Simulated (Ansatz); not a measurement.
Pair distribution function (total) of Si (diamond structure), cell Si64, begun in the crystal structure, held near 10 GPa [in the run: it stayed crystalline; mean temperature 301 K (target 300 K); density 2.48 g/cm³, volume -6 % from the start crystal's; Γ point only, which a denser mesh shifts by -0.9 GPa in pressure and 0.05 eV/Å in forces], from MD at 301 K. Method: PBE (plane waves, PAW; Ansatz, a first-principles code). Volume per atom 18.79 Å³, mean pressure 10.1 GPa. 

(r (Å), g(r)): (1.46, 0.00); (1.50, 0.00); (1.54, 0.00); (1.58, 0.00); (1.62, 0.00); (1.66, 0.00); (1.70, 0.00); (1.74, 0.00); (1.78, 0.00); (1.82, 0.00); (1.86, 0.00); (1.90, 0.00); (1.94, 0.00); (1.98, 0.00); (2.02, 0.00); (2.06, 0.00); (2.10, 0.00); (2.14, 0.02); (2.18, 0.36); (2.22, 2.24); (2.26, 6.09); (2.30, 8.79); (2.34, 6.70); (2.38, 2.94); (2.42, 0.78); (2.46, 0.16); (2.50, 0.01); (2.54, 0.01); (2.58, 0.00); (2.62, 0.00); (2.66, 0.00); (2.70, 0.00); (2.74, 0.00); (2.78, 0.00); (2.82, 0.00); (2.86, 0.00); (2.90, 0.00); (2.94, 0.00); (2.98, 0.00); (3.02, 0.00); (3.06, 0.00); (3.10, 0.00); (3.14, 0.00); (3.18, 0.00); (3.22, 0.00); (3.26, 0.00); (3.30, 0.00); (3.34, 0.01); (3.38, 0.01); (3.42, 0.03); (3.46, 0.08); (3.50, 0.25); (3.54, 0.58); (3.58, 1.13); (3.62, 2.02); (3.66, 3.10); (3.70, 4.13); (3.74, 4.80); (3.78, 4.72); (3.82, 4.04); (3.86, 3.04); (3.90, 1.95); (3.94, 1.08); (3.98, 0.48); (4.02, 0.23); (4.06, 0.14); (4.10, 0.19); (4.14, 0.32); (4.18, 0.59); (4.22, 0.98); (4.26, 1.51); (4.30, 2.01); (4.34, 2.56); (4.38, 2.91); (4.42, 2.93); (4.46, 2.72); (4.50, 2.23); (4.54, 1.66); (4.58, 1.11); (4.62, 0.65); (4.66, 0.35); (4.70, 0.17); (4.74, 0.08); (4.78, 0.03); (4.82, 0.01); (4.86, 0.00); (4.90, 0.00); (4.94, 0.01); (4.98, 0.01); (5.02, 0.04)

Question: From the above, determine where the first shell ends and the number of neighbours in it.

Answer: g is nil from 2.5 to 3.3 Å, so any cut there serves; 4.0 neighbours in the shell, from n = 4πρ∫r²g(r)dr.
